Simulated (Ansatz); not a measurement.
Input and output of a self-consistent single point for a sheet of InBi (4 atoms in the cell) (Ansatz, a quantum-chemistry and plane-wave program)

Level of theory: PBE (plane waves, PAW; Ansatz).

Input as run:

Ansatz 0.2 input:
```yaml
# InBi
crystal:
  lattice:
    - [4.557161, 0.000000, 0.000000]
    - [-2.278580, 3.946617, 0.000000]
    - [0.000000, 0.000000, 19.841632]
  atoms:
    - { symbol: In, position_ang: [2.278583, 1.315538, 8.365927] }
    - { symbol: In, position_ang: [2.278583, 1.315538, 11.475705] }
    - { symbol: Bi, position_ang: [-0.000002, 2.631079, 7.000009] }
    - { symbol: Bi, position_ang: [-0.000002, 2.631079, 12.841623] }
kpoints:
  mp_grid: { grid: [8, 8, 1] }
hamiltonian:
  xc: pbe
  pseudopotentials: { kind: paw }
scf:
  occupations: { method: cold, width: 0.0147 Ry }
output:
  forces: true
  eigenvalues: true
  stress: true
```

Output (repeated stretches shortened):

```
WARN the atoms were moved onto the symmetric positions of the space group found under crystal.symmetry.tolerance 1.0e-5 (fractional …
WARN basis.ecutwfc = 420 eV, the default
WARN ansatz: RAYON_NUM_THREADS=1 ignored (pool sized by the plan → 1); use --threads N
Pseudopotentials: kind: paw
Pseudopotential: In, paw, valence charge 13
Pseudopotential: Bi, paw, valence charge 15
Crystal: 4 atoms, lattice volume = 356.859 Å³
Basis set: ecut = 420 eV, 6961 PW (Γ), exchange–correlation on 64×64×270 points (8 copies of the dense FFT grid, shifted against one another)
Bands: 34, of which v1, the nominal top of the filled ones, is band 28 counted from 1 (27 counted from 0)
Symmetry: 12 space group operations
Space group: P-6m2 (ITA 187), of the structure as read, at distance tolerance 7.1e-5 Å
k-points: 10 of 64 (time reversal used)
Initial density: superposition of atomic densities (neutral atoms: chi_scale 0, normalization atom), corrected by the library's trained network
Initial wavefunctions: pseudopotential atomic-orbital guess
Eigensolver: davidson
Functional: x = pbe(κ = 0.804, μ = 0.2195149727645171), c = pbe(β = 0.06672455060314922)
SCF iter   1: F=—  HF=-35987.535616 eV  |F-HF|=—  |Δ(HF+E_count)|=         —  Δρ=1.24e-3  dr2=1.31e-2  ethr=1.77e-3  ⟨swp⟩=6.9  Hψ=1502  notcnv=0
all-band conjugate gradients solve this SCF's bands
preconditioner: auto → LDOS
SCF iter   2: F=—  HF=-35987.539216 eV  |F-HF|=—  |Δ(HF+E_count)|=   3.60e-3  S|Δr|=    0.00e0  Δρ=7.29e-4  dr2=3.32e-3  ethr=2.33e-5  ⟨swp⟩=2.0  Hψ=697  notcnv=0  defer=1
SCF iter   3: F=—  HF=-35987.539553 eV  |F-HF|=—  |Δ(HF+E_count)|=   3.37e-4  S|Δr|=    0.00e0  Δρ=5.47e-4  dr2=1.56e-3  ethr=5.94e-6  ⟨swp⟩=2.0  Hψ=608  notcnv=0  defer=1
SCF iter   4: F=—  HF=-35987.539091 eV  |F-HF|=—  |Δ(HF+E_count)|=   4.62e-4  S|Δr|=    0.00e0  Δρ=5.66e-5  dr2=1.69e-5  ethr=2.78e-6  ⟨swp⟩=2.0  Hψ=606  notcnv=0  defer=1
SCF iter   5: F=—  HF=-35987.539266 eV  |F-HF|=—  |Δ(HF+E_count)|=   1.75e-4  S|Δr|=    0.00e0  Δρ=3.04e-5  dr2=3.09e-6  ethr=3.03e-8  ⟨swp⟩=2.0  Hψ=511  notcnv=0  defer=1
SCF iter   6: F=—  HF=-35987.539265 eV  |F-HF|=—  |Δ(HF+E_count)|=   6.10e-7  S|Δr|=    0.00e0  Δρ=6.03e-6  dr2=2.55e-7  ethr=5.52e-9  ⟨swp⟩=2.0  Hψ=506  notcnv=0  defer=1
SCF iter   7: F=-35987.539266 eV  HF=-35987.539266 eV  |F-HF|=3.91e-9  |Δ(HF+E_count)|=   2.77e-7  S|Δr|=    0.00e0  Δρ=1.54e-6  dr2=1.09e-8  ethr=1.79e-10  ⟨swp⟩=11.3  Hψ=1663  notcnv=0
SCF 1 converged in 7 iterations: F = -35987.539266 eV  dr2 = 1.09e-8
SCF converged after 7 iterations
Stability not checked (fill_not_monotonic)
Free energy (F): -35987.539266 eV
Harris-Foulkes:  -35987.539266 eV  (|F-HF|=3.91e-9)
Internal energy: -35987.566563 eV  (E = F + TS)
E sigma→0 (E₀):  -35987.548365 eV
Entropy (-TS):   0.027297 eV (6.824 meV/atom)
Fermi energy:    0.071344 eV
--- Per-component energies (eV) ---
  E_band       = -778.453830
  E_kinetic    = 1085.387086
  E_local      = -23700.702935  (includes V_loc(G=0)·N_el)
  E_nonlocal   = 1850.238014
  E_hartree    = 10821.575932
  E_xc         = -729.818554
  E_vxc        = -482.314485  (∫ρ·V_xc dr)
  E_paw        = -29633.326666  (= ΣΔE_a)
  E_vpaw       = -1174.217806  (= ΣTr[D̂ρ^β])
  E_aug_tail   = -0.000828  (compensation charges beyond the density's cutoff)
  E_ewald      = 4319.081388
  E_smearing   = 0.027297  (= −TS)
  E_closure    = -0.000000  (closes the sum)
  Σ components = -35987.539266   (vs F -35987.539266, Δ=0.00e0)
--- Forces (eV/Å), atoms counted from 1 ---
  atom   1  In    -0.00000000    -0.00000000     0.12284006
  atom   2  In    -0.00000000    -0.00000000    -0.12284006
  atom   3  Bi     0.00000000    -0.00000000     0.13723078
  atom   4  Bi    -0.00000000     0.00000000    -0.13723078
  max |Σ_I F_I| component: 8.33e-17 eV/Å
--- Stress (GPa, compression-positive) ---
       -0.416961      -0.000000      -0.000000
       -0.000000      -0.416961       0.000000
       -0.000000       0.000000      -0.531462
  P = ⅓ Tr σ = -0.4551 GPa (-4.551 kbar)
  The stress holds the Pulay correction. Without it, at fixed plane waves, as pw.x and ABINIT print it: P = -0.4670 GPa
--- Band table (eV; the first three rows and the last of 10) ---
  k-point 0: bands = ["-21.9232", "-21.9232", "-21.9232", "-21.9232", "-21.8799", "-21.8799", "-21.8799", "-21.8799", "-21.8683", "-21.8681", "-14.0610", "-13.9588", "-13.9588", "-13.8960", "-13.8960", "-13.8897", "-13.8897", "-13.8425", "-13.8425", [...]
  k-point 1: bands = ["-21.9231", "-21.9231", "-21.9220", "-21.9220", "-21.8803", "-21.8802", "-21.8797", "-21.8797", "-21.8676", "-21.8674", "-14.0593", "-13.9683", "-13.9594", "-13.9075", "-13.8935", "-13.8917", "-13.8867", "-13.8448", "-13.8428", [...]
  k-point 2: bands = ["-21.9229", "-21.9229", "-21.9192", "-21.9192", "-21.8811", "-21.8810", "-21.8792", "-21.8791", "-21.8658", "-21.8656", "-14.0554", "-13.9911", "-13.9609", "-13.9335", "-13.8960", "-13.8876", "-13.8793", "-13.8488", "-13.8431", [...]
  k-point 9: bands = ["-21.9198", "-21.9198", "-21.9172", "-21.9172", "-21.8809", "-21.8809", "-21.8795", "-21.8795", "-21.8629", "-21.8628", "-14.0443", "-14.0279", "-13.9696", "-13.9694", "-13.8956", "-13.8829", "-13.8732", "-13.8507", "-13.8450", [...]
```

The run converged in 7 iterations.

The starting cell was generated: these elements placed on a structure prototype, without a prior relaxation; it need not be a known phase or ordering of this composition. Spin-orbit coupling is off.
